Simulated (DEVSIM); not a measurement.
Structure: TaN/SiO2/p-Si capacitor, at 300 K.

Layer 1 from the left is SiO2, thickness (nm) 27.0. Layer 2 from the left is Si, thickness (nm) 4100, Na (cm⁻³) 1e15.

Metal gate on the left, work function 4.4 eV. Fixed charge at the semiconductor interface -9.1e11 cm⁻² (in units of +e); interface traps 1.6e11 cm⁻² eV⁻¹, uniform in energy, neutral level at 0.3 of the gap above the valence band.

The device is made up for the run: typed textbook-type constants, with dimensions and the other settings drawn at random. Values at 300 K.

SiO2: gap (eV) 9, affinity (eV) 0.9, permittivity 3.9. Si: gap (eV) 1.124, affinity (eV) 4.05, permittivity 11.7, Nc (cm⁻³) 2.86e19, Nv (cm⁻³) 3.1e19.

Simulated with DEVSIM: 1D Poisson equation in equilibrium, Boltzmann statistics, complete ionisation; no quantum confinement or tunnelling. Metal contacts follow the ideal Schottky-Mott rule: no Fermi-level pinning, no interface dipoles.

**Question.** What does the simulation give for the minimum of the low-frequency capacitance, the flat-band voltage?

**Answer.** minimum of the low-frequency capacitance 0.0307 μF/cm²; flat-band voltage 0.62 V.
